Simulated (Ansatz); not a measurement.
L1₂ (Cu3Au-type) Pt₃Ti, treated with BLYP in Ansatz (PAW).

Numerical settings: plane-wave cutoff 520 eV, 14×14×14 k mesh, Fermi–Dirac smearing 0.05 eV, no spin polarisation, scalar-relativistic PAW data made under PBE.

Computed at the level's own relaxed cell.

Problem. Predict the volume per atom, bulk modulus B0, lattice parameter a and pressure derivative B′ of the bulk modulus.

Solution. 
volume per atom: 16.19 Å³/atom
bulk modulus B0: 199 GPa
lattice parameter a: 4.016 Å
pressure derivative B′ of the bulk modulus: 5.2

The run finds no gap.

Measured, for comparison: equilibrium volume per atom 15.01 Å³/atom, lattice constant a 3.916 Å (temperature not stated, not corrected to a static lattice; as tabulated in Molecular Dynamics Simulations of PtTi High-Temperature Shape Memory Alloys …). Computed (rounded) less measured: equilibrium volume per atom +7.9 %, lattice constant a +2.6 %.

Spin–orbit coupling is not included.

The result took roughly 4 core-minutes.

Ansatz is a quantum-chemistry and plane-wave program.
